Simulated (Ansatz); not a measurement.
End structure of the (0001) surface of hcp Zr, one row in 2 of the top plane missing (bottom of the slab: a bare face, its two planes held):

```xyz
11
Lattice="3.2325 0.0000 0.0000 -3.2325 5.5988 0.0000 0.0000 0.0000 29.0000" Properties=species:S:1:pos:R:3 pbc="T T T"
Zr     1.6162     0.9331     8.0374
Zr     0.0000     3.7326     8.0374
Zr     0.0000     1.8663    10.6225
Zr    -1.6162     4.6657    10.6225
Zr     1.6168     0.9718    13.2677
Zr     0.0000     3.7406    13.2033
Zr     0.0000     1.8134    15.9708
Zr    -1.6166     4.7007    15.7298
Zr     1.6160     1.0766    18.6405
Zr    -0.0006     3.8926    18.2336
Zr    -1.6169     3.8741    20.5885
```

Model: 11-atom slab, 12.9 Å thick at the start, 13x7x1 mesh, Fermi-Dirac 0.1 eV, dipole correction, 4 atoms held, the rest relaxed; no symmetry held; no spin, no spin-orbit, no U. It is one candidate, not shown to be the stable structure of the face.

Q: What work function of the top face does PBE in Ansatz (a first-principles code) give?

A: 3.31 eV
